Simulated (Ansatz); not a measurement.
The starting structures come from a database of crystals and need not be the phases stable at ambient conditions.

 Where the default PAW files enter, the runs use the earlier of Ansatz's two default sets.

By PBEsol, the system below comes out a metal.

The ballistic (Sharvin) conductance counts the channels at the Fermi level: G/A = (e²/h) × channels of both spins per area.

```xyz
10
Lattice="7.1004 0.0000 0.0000 0.0000 7.1004 0.0000 0.0000 0.0000 3.7011" Properties=species:S:1:pos:R:3 pbc="T T T"
Hf     0.0000     0.0000     0.0000
Hf     3.5502     3.5502     0.0000
Hf     5.8931     2.3429     1.8506
Hf     1.2074     4.7576     1.8506
Hf     4.7576     5.8931     1.8506
Hf     2.3429     1.2074     1.8506
Ge     2.6233     6.1735     0.0000
Ge     4.4771     0.9269     0.0000
Ge     0.9269     2.6233     0.0000
Ge     6.1735     4.4771     0.0000
```

Space group of this cell: P4/mbm. The cell is taken as given; by PBEsol its mean pressure is -2.4 GPa.

The current flows along the normal of the first two printed cell vectors, the (001) plane of the conventional cell. No spin-orbit coupling; the value is a mean over 0.1 eV about the Fermi level.

Problem. Estimate the ballistic conductance per area that PBEsol run with Ansatz (a first-principles code) returns for this system.

Solution. 0.56 × 10¹⁵ S/m² for both spins.
